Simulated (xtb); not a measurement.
xtb 6.7.1, GFN2-xTB: Mn(Cl)(NMe2)(NH3)2 (C[N](C)[Mn](<-[NH3])(<-[NH3])[Cl]), charge 0, multiplicity 6, 19 atoms. The geometry is a generated start, not checked to be a minimum at this level.

```
Property                   Value
-----------------  -------------
run flags                 --grad
method                  GFN2-xTB
--acc                1 (default)
--etemp (K)        300 (default)
basis functions               52
valence electrons             49
```

```xyz
19

Mn    -0.1211     0.4039    -0.9690
Cl    -1.4815     1.7230    -2.0123
N     -0.4745     0.0517     0.9792
C      0.2701    -0.8467     1.8240
C     -1.5505     0.6509     1.7286
H      0.7017    -0.3147     2.6912
H     -0.3781    -1.6458     2.2269
H      1.0847    -1.3087     1.2615
H     -2.2400    -0.1181     2.1173
H     -1.1659     1.2108     2.5987
H     -2.1120     1.3360     1.0920
N      2.0012     1.4620    -1.1450
H      2.6232     1.3110    -0.3556
H      1.7100     2.4384    -1.1445
H      2.5149     1.2932    -2.0049
N     -0.2813    -1.6854    -2.0924
H     -0.9004    -2.2650    -1.5295
H      0.5562    -2.2203    -2.2988
H     -0.7566    -1.4763    -2.9674
```

Charge 0 and multiplicity 6 are set for this test and not shown to be the ground state. GFN-xTB has no spin term: --uhf 5 sets the occupations alone.

One run each on 1 thread. Values of broydamp tried: 0.02, 0.05, 0.1, 0.2, 0.4 (default), 0.6, 0.8, 1.

### Question
How does the count of SCC iterations change with broydamp, and where is it least?

### Answer
Fewest SCC iterations, within one of each other: 0.6 with 18, 1 with 17. The count rises to 38 at 0.02. All converge to one solution.

```csv
broydamp,SCC iterations,end
0.02,38,same solution
0.05,26,same solution
0.1,23,same solution
0.2,22,same solution
0.4 (default),19,same solution
0.6,18,same solution
0.8,19,same solution
1,17,same solution
```
